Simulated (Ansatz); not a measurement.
# TaSiO (model structure, started from the ZrSiS type, P4/nmm, No. 129, 6 atoms in the cell)

The numbers are results of LDA (Ansatz, an electronic-structure program, PAW), not measurements.

Run with plane-wave cutoff 520 eV, 18×18×8 k mesh (along the axes of the cell as run), Fermi–Dirac smearing 0.05 eV, scalar-relativistic PAW data made under PBE.

Cell (relaxed at this level):

```cif
data_O2Si2Ta2
_chemical_formula_sum 'Ta2 Si2 O2'
_space_group_name_H-M_alt 'P 1'
_space_group_IT_number 1
_cell_length_a 3.21756
_cell_length_b 3.21756
_cell_length_c 6.86545
_cell_angle_alpha 90.000
_cell_angle_beta 90.000
_cell_angle_gamma 90.000
loop_
_space_group_symop_operation_xyz
  'x, y, z'
loop_
_atom_site_label
_atom_site_type_symbol
_atom_site_fract_x
_atom_site_fract_y
_atom_site_fract_z
_atom_site_occupancy
Ta1 Ta 0.00000 0.50000 0.70359 1
Ta2 Ta 0.50000 0.00000 0.29641 1
Si1 Si 0.00000 0.00000 0.00000 1
Si2 Si 0.50000 0.50000 0.00000 1
O1 O 0.50000 0.00000 0.60417 1
O2 O 0.00000 0.50000 0.39583 1
```

```
Quantity                Result
---------------  -------------
band gap         zero (no gap)
bulk modulus B0        221 GPa
```

Note: the bulk modulus is −V dP/dV from two relaxed cells at ±2 % in volume; the relaxation could raise the start's symmetry but not lower it, so the cell can be a saddle point.

Spin–orbit coupling is not included; it can open a gap where bands touch, and shift volumes and moduli.

Computed values are for the static lattice.

Computing time: very roughly 8 core-minutes.

A model structure was made by putting elements into a prototype or built by hand; it is no filed structure, need not be a known phase, and can be a saddle point held by its symmetry.
